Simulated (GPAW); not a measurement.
## A self-consistent single point of InP (F-43m, 2 atoms in the cell) with GPAW

Method of the run: LDA (Perdew-Wang 92), GPAW PAW datasets LDA (gpaw-data 1.0.1) (plane waves; GPAW).

The input file:

```python
from ase import Atoms
from ase.units import GPa
from gpaw import GPAW

atoms = Atoms(['In', 'P'],
              cell=[[0.000000, 2.926195, 2.926195],
                    [2.926195, 0.000000, 2.926195],
                    [2.926195, 2.926195, 0.000000]],
              scaled_positions=[[0.000000, 0.000000, 0.000000],
                                [0.250000, 0.250000, 0.250000]],
              pbc=True)

calc = GPAW(mode={'name': 'pw', 'ecut': 550},
            xc='LDA',
            kpts={'size': (6, 6, 6), 'gamma': True},
            occupations={'name': 'fermi-dirac', 'width': 0.02},
            nbands=-8,
            convergence={'forces': 0.001, 'bands': -6},
            symmetry={'symmorphic': False, 'tolerance': 0.0005},
            maxiter=100)

atoms.calc = calc

energy = atoms.get_potential_energy()
print('Energy (eV):', round(energy, 6))
forces = atoms.get_forces()
print('Forces (eV/Ang):')
print(forces.round(5))
stress = atoms.get_stress()
print('Stress (GPa, Voigt):', (stress / GPa).round(4))
```

Output (repeated stretches shortened):

```
Input parameters:
  convergence: {bands: -6,
                forces: 0.001}
  kpts: {gamma: True,
         size: (6, 6, 6)}
  maxiter: 100
  mode: {ecut: 550,
         name: pw}
  nbands: -8
  occupations: {name: fermi-dirac,
                width: 0.02}
  symmetry: {symmorphic: False,
             tolerance: 0.0005}

species:
  In:
    name: Indium
    Z: 49.0
    valence: 13
    core: 36
    charge: 0.0
    file: In.LDA.gz

    # Using partial waves for In as LCAO basis

  P:
    name: Phosphorus
    Z: 15.0
    valence: 5
    core: 10
    charge: 0.0
    file: P.LDA.gz

    # Using partial waves for P as LCAO basis

Reference energy: -169106.896229  # eV

Spin-paired calculation

Convergence criteria:
 Maximum [total energy] change in last 3 cyles: 0.0005 eV / valence electron
 Maximum integral of absolute [dens]ity change: 0.0001 electrons / valence electron
 Maximum integral of absolute [eigenst]ate change: 4e-08 eV^2 / valence electron
 Maximum change in the atomic [forces] across last 2 cycles: 0.001 eV/Ang OR
Maximum error relative to the maximum force is below inf
 Maximum number of scf [iter]ations: 100

Symmetries present (total): 24
Symmetries with fractional translations: 0
216 k-points: 6 x 6 x 6 Monkhorst-Pack grid + [1/12,1/12,1/12]
16 k-points in the irreducible part of the Brillouin zone
       k-points in crystal coordinates                weights
   0:     0.00000000    0.00000000    0.00000000          1/216
   1:     0.16666667    0.16666667    0.00000000          6/216
   2:     0.16666667    0.16666667    0.16666667          8/216
   [... 7 lines left out ...]
          ...
  15:     0.50000000    0.50000000    0.50000000          4/216

Wave functions: Plane wave expansion
  Cutoff energy: 550.000 eV
  Number of coefficients (min, max): 1441, 1484
  Pulay-stress correction: 0.000000 eV/Ang^3 (de/decut=0.000000)

Occupation numbers: Fermi-Dirac:
  width: 0.0200  # eV

Eigensolver

Densities:
  Coarse grid: 24*24*24 grid
  Fine grid: 48*48*48 grid
  Total Charge: 0.000000

Density mixing:
  Method: separate
  Backend: pulay
  Linear mixing parameter: 0.05
  old densities: 5
  Damping of long wavelength oscillations: 50

Hamiltonian:
  XC and Coulomb potentials evaluated on a 48*48*48 grid
  External potential:
    NoExternalPotential

Number of atoms: 2
Number of atomic orbitals: 13
Number of bands in calculation: 17
Number of valence electrons: 18
Bands to converge: 11

Density initialized from atomic densities
  13 bands from LCAO basis set
  4 bands from random numbers

Atomic positions and initial magnetic moments

Positions:
   0 In     0.000000    0.000000    0.000000    ( 0.0000,  0.0000,  0.0000)
   1 P      1.463097    1.463097    1.463097    ( 0.0000,  0.0000,  0.0000)

Unit cell:
           periodic     x           y           z      points  spacing
  1. axis:    yes    0.000000    2.926195    2.926195    24     0.1408
  2. axis:    yes    2.926195    0.000000    2.926195    24     0.1408
  3. axis:    yes    2.926195    2.926195    0.000000    24     0.1408

  Lengths:   4.138265   4.138265   4.138265
  Angles:   60.000000  60.000000  60.000000

Effective grid spacing dv^(1/3) = 0.1536

     iter     time        total  log10-change:
                         energy   eigst   dens  force
iter:   1 --:--:--   -10.265847   +0.65
iter:   2 --:--:--   -10.195377   -0.89  -1.13
iter:   3 --:--:--    -9.911767   -1.52  -1.16
iter:   4 --:--:--    -9.906552   -3.02  -1.54
iter:   5 --:--:--    -9.896596   -2.93  -1.64
iter:   6 --:--:--    -9.894802   -3.94  -2.51
iter:   7 --:--:--    -9.894680c  -5.12  -2.61
iter:   8 --:--:--    -9.894644c  -4.24  -2.65
iter:   9 --:--:--    -9.894507c  -5.81  -3.24
iter:  10 --:--:--    -9.894486c  -6.48  -3.46
iter:  11 --:--:--    -9.894479c  -7.28  -3.51
iter:  12 --:--:--    -9.894426c  -5.64  -3.54
iter:  13 --:--:--    -9.894426c  -6.80  -4.01c
iter:  14 --:--:--    -9.894425c  -7.39  -4.01c
iter:  15 --:--:--    -9.894424c  -6.63  -4.04c
iter:  16 --:--:--    -9.894423c  -8.21c -4.48c
iter:  17 --:--:--    -9.894423c  -9.49c -4.91c -15.75c

Converged after 17 iterations.

Dipole moment: (-2.778143, -2.778143, -2.778143) |e|*Ang

Energy contributions relative to reference atoms: (reference = -169106.896229)

Kinetic:        +19.431622
Potential:      -17.889799
External:        +0.000000
XC:             -11.544374
Entropy (-ST):   -0.000000
Local:           +0.108128
SIC:             +0.000000
--------------------------
Free energy:     -9.894423
Extrapolated:    -9.894423

Showing only first 2 kpts
 Kpt  Band  Eigenvalues  Occupancy
  0     7      4.72646    2.00000
  0     8      4.72646    2.00000
  0     9      5.22579    0.00001
  0    10      8.65519    0.00000

  1     7      3.87905    2.00000
  1     8      3.87905    2.00000
  1     9      7.25365    0.00000
  1    10      7.65825    0.00000

Fermi level: 4.98714

Gap: 0.499 eV
Transition (v -> c):
  (s=0, k=0, n=8, [0.00, 0.00, 0.00]) -> (s=0, k=0, n=9, [0.00, 0.00, 0.00])
No difference between direct/indirect transitions
Energy (eV): -9.894423

Forces in eV/Ang:
  0 In    0.00000   -0.00000    0.00000
  1 P    -0.00000   -0.00000   -0.00000

Stress tensor:
     0.008205     0.000000     0.000000
     0.000000     0.008205     0.000000
     0.000000     0.000000     0.008205
Stress (GPa, Voigt): [1.3146 1.3146 1.3146 0.     0.     0.    ]
```

The run converged in 17 iterations. GPAW prints stress with tension positive.

The starting cell has typed, rounded lattice constants, without a prior relaxation at this level. Its lattice was rescaled by up to half a per cent.
